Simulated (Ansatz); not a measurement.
**Na on the Zn site (Na_Zn) (wurtzite ZnO host)**

All values below come from PBE, PAW (plane waves to 420 eV; Ansatz, an electronic-structure program). A supercell of 192 sites (4×2×3 repeats of a cell of 8 atoms) was used; the energies come from a 2×2×2 shifted sampling of its zone. Site at the start: the Zn site. Charged cells carry a point-charge image correction with potential alignment at far atoms. Dielectric constants: PBE linear response of the host. Host gap at this level: 0.74 eV. These values are not converged in cell size to better than tenths of an eV. Levels are measured in PBE's own, too narrow, gap. Spin–orbit coupling is left out. Each state is the lowest found from its start.

Charges with a result: +1, 0, −1. Others weren't obtained, and one of them could lie lower, also by skipping a charge.

| charge | moment (μB) | largest move off a lattice site (Å) | image correction with alignment (eV) |
|---|---|---|---|
| +1* | not spin-polarised | 0.23 | – |
| 0* | quenched | 0.22 | – |
| −1 | not spin-polarised | 0.23 | 0.16 |

* At this level the carrier isn't localised at the defect: at charge +1 holes occupy the valence band; at charge 0 holes occupy the valence band. Such a state is shallow or no state of the defect, and this cell gives it no level.

Starting moments that weren't kept: charge 0 began with 1 μB and ended with 0.0.

Flagged in the runs: a host whose relaxation on this sampling wasn't shown to rest.
